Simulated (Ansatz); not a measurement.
Structures of equal composition on the (111)B surface of 3C silicon carbide (C plane on top): (√3x√3)R30° Ga adatom at H3; (√3x√3)R30° Ga adatom at T4. The slabs share one bottom face, and each structure is named by its start. These are constructed structures in small cells; real faces may alloy, dewet or reconstruct in larger ones, and not all known structures of the face are among them. Slabs of about 11 Å with all that they carry, Fermi-Dirac smearing of 0.025 eV. Bottom of the slabs: H caps. Relaxed from the named starts with such symmetry as they have, on meshes of like density; energies extrapolated to zero smearing; no spin-orbit coupling, no U. Spin-polarised runs, if any, are marked in brackets, and their order is one that fits the cell; the others ran without spin. Where a second, spin-polarised start was run, the lower counts.

Host crystal: 3C silicon carbide, with a band gap (PBE, scalar-relativistic without spin-orbit coupling).

Computed with HSE06, at the PBE geometry (plane waves to 420 eV, PAW; Ansatz, a program for electronic structure).

Task: Put the candidates in order of energy per 1x1 cell, lowest first, for HSE06, at the PBE geometry.

Result: (√3x√3)R30° Ga adatom at H3 (0.000 eV), (√3x√3)R30° Ga adatom at T4 (0.206 eV)
